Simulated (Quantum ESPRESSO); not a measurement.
Several settings converged on NbH (I4mm, 2 atoms in the cell)

```
NbH
1.0
    1.59893    -1.59893     1.97438
    1.59893     1.59893     1.97438
   -1.59893    -1.59893     1.97438
Nb H
1 1
Direct
  0.00000   0.01266   0.01266
  0.00000   0.50000   0.50000
```

Base method: PBEsol, PSlibrary PAW (PBE) pseudopotentials (plane waves; Quantum ESPRESSO).

Base settings: ecutwfc = 55 Ry; ecutrho = 330 Ry; occupations = smearing; smearing = fermi-dirac; degauss = 0.0073499 Ry; input_dft = pbesol; potentials = {Nb: Nb.pbe-spn-kjpaw_psl.1.0.0.UPF, H: H.pbe-kjpaw_psl.1.0.0.UPF}; K_POINTS = automatic 10 10 10 0 0 0; conv_thr = 1e-10 Ry; mixing_beta = 0.4.

The count of work is k-points × plane waves × bands × iterations; it is no time. Core times come from one kind of shared machine, to one figure; runs under 30 s give none.

**The k-point mesh at a smearing width of 0.02 eV**

In this ladder: degauss = 0.00147 Ry.

Only quantities that move along the ladder and can be compared are tabulated.

```tsv
K_POINTS	free energy less the last step's (meV/atom)	pressure (GPa)	count of work / last	core time / last (rough)
automatic 5 5 5 0 0 0	-2.63	-5.36	0.014	–
automatic 7 7 7 0 0 0	0.70	-6.07	0.030	–
automatic 11 11 11 0 0 0	2.25	-5.57	0.095	–
automatic 16 16 16 0 0 0	-0.61	-5.48	0.27	0.3
automatic 23 23 23 0 0 0	0.08	-5.44	0.57	1.0
automatic 28 28 28 0 0 0	0.00	-5.48	1.0	1
```

Coarsest K_POINTS that holds the free energy within 2 meV/atom of the last step, with all finer ones: automatic 16 16 16 0 0 0, at 0.27 of the last step's count of work and about 0.3 of the last step's time; the step before is off by 2.3 meV/atom.

Coarsest K_POINTS that holds the pressure within 0.5 GPa of the last step, with all finer ones: automatic 11 11 11 0 0 0, at 0.095 of the last step's count of work; the step before is off by 0.59 GPa.

**The width of Fermi-Dirac smearing**

In this ladder: K_POINTS = automatic 16 16 16 0 0 0.

Narrow widths need finer meshes than wide ones, so the last steps can hold mesh noise.

Only quantities that move along the ladder and can be compared are tabulated; pressure and forces are left out, as mesh noise rules them at narrow widths.

```tsv
degauss	free energy less the last step's (meV/atom)	energy extrapolated to zero width less the last step's (meV/atom)
0.073499 Ry	-891.98	-25.41
0.036749 Ry	-213.56	9.04
0.02205 Ry	-67.93	3.17
0.0073499 Ry	0.00	0.00
```

Widest degauss that holds the energy extrapolated to zero width within 2 meV/atom: not settled: the last two steps still differ by 3.2 meV/atom, over half the tolerance, so the ladder does not show it.

Widest degauss that holds the free energy within 5 meV/atom: not settled: the last two steps still differ by 68 meV/atom, over half the tolerance, so the ladder does not show it.

The extrapolation to zero width removes most of the smearing's effect on the energy.

**The SCF threshold**

The mesh stays at the base's, so the ladder's end is converged at best in this setting alone.

Only quantities that move along the ladder and can be compared are tabulated.

| conv_thr | free energy less the last step's (meV/atom) | largest difference of a force vector from the last step's (eV/Å) | count of work / last |
|---|---|---|---|
| 0.0073 Ry | 7.49 | 0.024 | 0.17 |
| 7.3e-05 Ry | 0.13 | 0.007 | 0.33 |
| 7.3e-07 Ry | 0.00 | 0.001 | 0.50 |
| 7.3e-09 Ry | 0.00 | 0.000 | 0.58 |
| 1e-10 Ry | 0.00 | 0.000 | 0.67 |
| 7.3e-14 Ry | 0.00 | 0.000 | 1.0 |

Coarsest conv_thr that holds the forces within 0.02 eV/Å of the last step, with all finer ones: 7.3e-05 Ry, at 0.33 of the last step's count of work; the step before is off by 0.024 eV/Å.

Coarsest conv_thr that holds the free energy within 0.5 meV/atom of the last step, with all finer ones: 7.3e-05 Ry, at 0.33 of the last step's count of work; the step before is off by 7.5 meV/atom.

On the base run: the starting cell comes from a database of computed structures (which also holds hypothetical and non-ambient phases and stackings), without a prior relaxation at this level. Its lattice was rescaled by up to half a per cent. One atom was moved a little off its site on purpose. Spin polarisation is off. In the base run, with a pressure of about -6 GPa the cell is away from its equilibrium volume at this level.

Left out of this page: 1 run of the series outside the window shown, repeating another row's setting, or not comparable.
